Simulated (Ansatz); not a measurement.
SnO2 under load (space group P4_2/mnm), r2SCAN, rigid bands run with Ansatz (a program for electronic structure). Condition of this run: biaxial stress in the c plane of -6 GPa (compression positive) (the target of the relaxation). Band gap 1.48 eV, N_c = 2.31e18 cm⁻³ and N_v = 4.99e19 cm⁻³ at 300 K, conductivity masses along x (a = (4.88, 0.00, 0.00) Å; b = (0.00, 4.88, 0.00) Å; c = (0.00, 0.00, 3.16) Å) of 0.234 mₑ (electrons) and 1.46 mₑ (holes). Take k_BT = 0.02585 eV.

**Question.** What thermal injection velocity √(2k_BT/πm) limits a ballistic channel along the direction named?

**Answer.** 1.11e7 cm/s for electrons and 4.45e6 cm/s for holes, a ratio of √(m_h/m_e) = 2.50, for dilute carriers.

**Question.** What built-in voltage has an abrupt junction with N_A = 1e17 and N_D = 1e17 cm⁻³, all dopants ionised?

**Answer.** V_bi = E_g/e − (k_BT/e) ln(N_c N_v/(N_A N_D)) = 1.48 − 0.02585 × 9.35 = 1.24 V, for the computed gap.

**Question.** Find the intrinsic carrier density and the intrinsic Fermi level.

**Answer.** n_i = √(N_c N_v) exp(−E_g/2k_BT) = 1.07e19 × exp(−28.62) = 4.0e6 cm⁻³. The level lies (k_BT/2) ln(N_v/N_c) = 40 meV from mid-gap (positive towards the conduction band). Each 0.1 eV added to the gap lowers n_i by a factor of 6.9.

Rigid bands with the computed gap; masses take one relaxation time for all states. Spin-orbit coupling is left out; where it splits the top of the valence band, N_v and the p-type Seebeck coefficient come out somewhat high without it. Geometry: cell and atoms relaxed with PBEsol.
